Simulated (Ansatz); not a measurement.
# ZrSi: response to strain

Consider ZrSi (space group Cmcm, No. 63; a = 3.732 Å, b = 9.880 Å, c = 3.742 Å; relaxed with 0.1 eV smearing). Axes: x, y, z lie along a, b, c of the conventional cell.

Strains are applied to the cell and any free atomic positions relax; under stress the whole cell relaxes.

Calculations: PBEsol (Ansatz, a quantum-chemistry and plane-wave program; PAW; 420 eV plane waves; no SOC).

Notes on the quantities. energy relative to the base: free energy F.

| change | shortest interatomic distance | energy relative to the base |
|---|---|---|
| base | 2.431 Å | 0 meV/atom |
| isotropic strain −4.96 % | 2.305 Å | +0.213 eV/atom |
| uniaxial strain ε_zz = −1.52 % | 2.412 Å | +3.4 meV/atom |
| uniaxial stress, 5 GPa compression along x | 2.439 Å | +7.5 meV/atom |
| uniaxial stress, 2 GPa tension along x | (withheld) | (withheld) |

What belongs in the blanks?


- uniaxial stress, 2 GPa tension along x, shortest interatomic distance: 2.429 Å
- uniaxial stress, 2 GPa tension along x, energy relative to the base: +1.3 meV/atom

Stability under load was not tested beyond the relaxation. The final runs are not spin-polarised.
